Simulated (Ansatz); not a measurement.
Structures of equal composition on the (111)A surface of zinc-blende GaP (Ga plane on top): 2x2 Al adatom at H3; 2x2 Al adatom at T4. The slabs share one bottom face, and each structure is named by its start. These are constructed structures in small cells; real faces may alloy, dewet or reconstruct in larger ones, and not all known structures of the face are among them. Slabs of about 13 Å with all that they carry, Fermi-Dirac smearing of 0.025 eV. Bottom of the slabs: H caps. Relaxed from the named starts with such symmetry as they have, on meshes of like density; energies extrapolated to zero smearing; no spin-orbit coupling, no U. Spin-polarised runs, if any, are marked in brackets, and their order is one that fits the cell; the others ran without spin. Where a second, spin-polarised start was run, the lower counts.

Host crystal: zinc-blende GaP, with a band gap (PBE, scalar-relativistic without spin-orbit coupling).

Method: PBE (plane waves to 420 eV, PAW; Ansatz, a first-principles code).

Task: Rank these by energy per 1x1 cell (lowest first), as PBE gives it.

Result: 2x2 Al adatom at T4 (0.000 eV, gap 0.58 eV on the mesh), 2x2 Al adatom at H3 (0.044 eV, gap 0.54 eV on the mesh)
